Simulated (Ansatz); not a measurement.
Reference: Li$_{3}$OBr (Pm-3m), PBEsol, rigid bands (plane waves, PAW, scalar-relativistic; Ansatz, a first-principles code); geometry: cell and atoms relaxed with PBEsol.

Space group Pm-3m (No. 221); a = b = c = 3.9365 Å, α = β = γ = 90.00°

```csv
atom,site,symmetry,x,y,z
Li,3d,4/mm.m,0.0000,0.0000,0.5000
Br,1b,m-3m,0.5000,0.5000,0.5000
O,1a,m-3m,0.0000,0.0000,0.0000
```

| Property | Result |
|---|---|
| band gap | 4.32 eV |
| electron conductivity mass | 0.40 mₑ |
| Seebeck coefficient, n-type 1e19 cm⁻³ | -297 μV/K |

Task: Swap Br for Cl, keeping the structure type. How do these values move?

Result: Li3OCl (Pm-3m): volume per atom 12.2 to 11.3 Å³; band gap rises (4.32 eV to 4.75 eV); electron conductivity mass rises (0.40 mₑ to 0.47 mₑ); Seebeck coefficient, n-type 1e19 cm⁻³ stays about the same (-297 μV/K to -308 μV/K).

Task: Replace Li by Na on the same sites and relax. What happens?

Result: Na3OBr (Pm-3m): volume per atom 12.2 to 18.7 Å³; band gap falls (4.32 eV to 1.94 eV); electron conductivity mass falls (0.40 mₑ to 0.31 mₑ); Seebeck coefficient, n-type 1e19 cm⁻³ falls in size (-297 μV/K to -156 μV/K).

Moves up to 5 % count as about the same. Masses are for dilute carriers at 300 K, harmonic means over directions unless an axis is named. Seebeck coefficients are for the stated density at 300 K, with one relaxation time for all states and whether or not that doping can be reached. Spin-orbit coupling is left out.

Computed structure with no diffraction record at hand here (it may be known, metastable or hypothetical): Li3OBr (Pm-3m), Li3OCl (Pm-3m), Na3OBr (Pm-3m).
